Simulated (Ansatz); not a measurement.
**Al, response to strain**

Base system: Al in the fcc (Cu type) structure (space group Fm-3m, No. 225; relaxed with 0.1 eV smearing).

```cif
data_Al
_chemical_formula_sum 'Al1'
_space_group_name_H-M_alt 'P 1'
_space_group_IT_number 1
_cell_length_a 2.83936
_cell_length_b 2.83936
_cell_length_c 2.83936
_cell_angle_alpha 60.000
_cell_angle_beta 60.000
_cell_angle_gamma 60.000
loop_
_space_group_symop_operation_xyz
  'x, y, z'
loop_
_atom_site_label
_atom_site_type_symbol
_atom_site_fract_x
_atom_site_fract_y
_atom_site_fract_z
_atom_site_occupancy
Al1 Al 0.00000 0.00000 0.00000 1
```

Strains are applied to the cell and any free atomic positions relax.

The values are results of PBEsol in Ansatz (plane waves to 420 eV, PAW, no SOC), not measurements.

Candidates:
(a) isotropic strain −2.50 %
(b) isotropic strain −1.50 %
(c) isotropic strain +3.00 %
(d) isotropic strain −1.00 %

Notes on the quantities. energy relative to the base: free energy F.

### Question
Order them by energy relative to the base, lowest first.

### Answer
(d) isotropic strain −1.00 % (+3.8 meV/atom), (b) isotropic strain −1.50 % (+8.8 meV/atom), (a) isotropic strain −2.50 % (+25 meV/atom), (c) isotropic strain +3.00 % (+30 meV/atom)

Stability against distortions was not tested.

Ansatz is an electronic-structure program.
